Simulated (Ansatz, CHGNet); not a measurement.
For ZnSe (model structure, started from the WC type, P-6m2, No. 187, 2 atoms in the cell), the machine-learned potential CHGNet 0.3.0 (trained on PBE and PBE+U data) gives:

* **lattice constant a**: 3.711 Å
* **lattice parameter c**: 3.284 Å

**Question.** What does r²SCAN+rVV10 (plane waves, PAW; Ansatz, a quantum-chemistry and plane-wave program) give for the same quantities?

**Answer.** 
- lattice constant a: 3.678 Å (decreases by 0.9 %)
- lattice parameter c: 3.300 Å (rises by 0.5 %)

Changes are worked out from the printed values.

Unless a cell is named, each level is at its own relaxed cell (CHGNet 0.3.0 19.58, r²SCAN+rVV10 19.33 Å³/atom).

Ansatz's density-functional and Hartree–Fock values are scalar-relativistic unless marked +SOC, with PAW data made under PBE.

A model structure was made by putting elements into a prototype or built by hand; it is no filed structure, need not be a known phase, and can be a saddle point held by its symmetry.
